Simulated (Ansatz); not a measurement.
## SnSe2: pressure 2.1 GPa

Start from SnSe2 in the CdI2 type structure (space group P-3m1, No. 164; a = 3.8258 Å, c = 6.2309 Å; layered, stacked along the Cartesian z axis).

The change: a hydrostatic pressure of 2.1 GPa.

Method: r2SCAN+rVV10 (Ansatz, a quantum-chemistry and plane-wave program; PAW; 500 eV plane waves; spin-orbit coupling left out). k-mesh 10×10×6 (Γ-centred); smearing 0.05 eV (Fermi–Dirac).

| quantity | base | changed | shift |
|---|---|---|---|
| lattice parameter a | 3.826 Å | 3.795 Å | -0.031 Å |
| c/a ratio | 1.629 | 1.570 | -0.059 |
| enthalpy H = E + PV relative to the base's energy | – | +0.33 eV/atom | – |
| band gap | 0.94 eV | 0.69 eV | -0.25 eV |
| gap character | indirect, K–Γ (71 % along) → k = (0, -1/2, 1/3) in the run's primitive reciprocal basis | indirect, K–Γ (79 % along) → k = (0, 0.400, 1/3) in the run's primitive reciprocal basis | – |
| smallest direct gap | 1.49 eV | 1.38 eV | -0.11 eV |

Final structure:

```
CELL_PARAMETERS angstrom
      3.79494     0.00000     0.00000
     -1.89747     3.28651     0.00000
      0.00000     0.00000     5.95729
ATOMIC_POSITIONS crystal
  Sn 0.00000 0.00000 0.00000
  Se 0.33333 0.66667 0.26430
  Se 0.66667 0.33333 0.73570
```

Load acts through the strain it causes; cell and atoms are relaxed under it. Whether these cells are dynamically stable was not tested.
